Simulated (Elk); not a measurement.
A self-consistent single point of Rb (Im-3m, 1 atom in the cell) with Elk.

Level of theory: Elk with LDA (PW92), all-electron FP-LAPW, Elk's shipped species files, APW+lo basis with extra local orbitals.

```yaml
crystal:
  lattice:
    - [-2.83347, 2.83347, 2.83347]
    - [2.83347, -2.83347, 2.83347]
    - [2.83347, 2.83347, -2.83347]
  atoms:
    - { symbol: Rb, position: [0.00000, 0.00000, 0.00000] }
```

Reference input (self-consistent single point, DFT, LDA (PW92), all-electron FP-LAPW, Elk's shipped species files, APW+lo basis with extra local orbitals): xctype = 3; rgkmax = 8; stype = 3; swidth = 0.00367493 Ha; ngridk = 4 4 4; gmaxvr = 14 1/bohr; nxlo = 2; lorbcnd = true; lmaxi = 3. This run's input differs from it in these lines:

```diff
@@ -41,2 +41,5 @@
 
+vkloff
+  0.5 0.5 0.5
 
+
```

Log, with long lists cut:

```
│ Self-consistent loop started │
│ Loop number : 1 │
 total energy                :     -2978.78902287
│ Loop number : 2 │
 total energy                :     -2978.78558750
RMS change in Kohn-Sham potential (target) :   0.2200497109E-01 (  0.1000000000E-05)
Absolute change in total energy (target)   :   0.3435377462E-02 (  0.1000000000E-03)
│ Loop number : 3 │
 total energy                :     -2978.73603449
RMS change in Kohn-Sham potential (target) :   0.2064341988E-01 (  0.1000000000E-05)
Absolute change in total energy (target)   :   0.5041185311E-01 (  0.1000000000E-03)
│ Loop number : 4 │
   [... lines left out ...]
Absolute change in total energy (target)   :   0.1367341675E-02 (  0.1000000000E-03)
│ Loop number : 11 │
 total energy                :     -2977.93750923
RMS change in Kohn-Sham potential (target) :   0.2072778312E-06 (  0.1000000000E-05)
Absolute change in total energy (target)   :   0.3319839452E-03 (  0.1000000000E-03)
│ Loop number : 12 │
 total energy                :     -2977.93751275
RMS change in Kohn-Sham potential (target) :   0.4753129242E-07 (  0.1000000000E-05)
Absolute change in total energy (target)   :   0.7947319091E-04 (  0.1000000000E-03)
Convergence targets achieved

│ Loop number : 13 │

Energies :
 Fermi                       :     0.263576070419E-01
 total energy                :     -2977.93751315

Density of states at Fermi energy :    38.34630368
 (states/Hartree/unit cell)

Estimated indirect band gap :   0.3381907531E-01
 from k-point      4 to k-point      2
Estimated direct band gap   :   0.7082860720E-01
 at k-point      4

Charges :
 core                        :    28.00000000
 valence                     :    9.000000000
 interstitial                :    1.635533368
 muffin-tins (core leakage)
  species :    1 (Rb)
   atom    1                 :    35.36446663     (  0.9253123932E-04)
 total in muffin-tins        :    35.36446663
 total calculated charge     :    37.00280742
 total charge                :    37.00000000
 error                       :   0.2807422337E-02

│ Self-consistent loop stopped │
```

The run converged in 13 iterations. The count includes the last loop, which Elk runs after its targets are met. Against the reference run the free energy goes down by 45.9 meV/atom.

The starting cell has typed, rounded lattice constants, without a prior relaxation at this level. Its lattice was rescaled by up to half a per cent. Values depend on the basis (sphere radii, cutoffs, local orbitals), which need not be converged. The log's line on a gap gives a spacing of levels on this mesh, which the program prints for metals too.
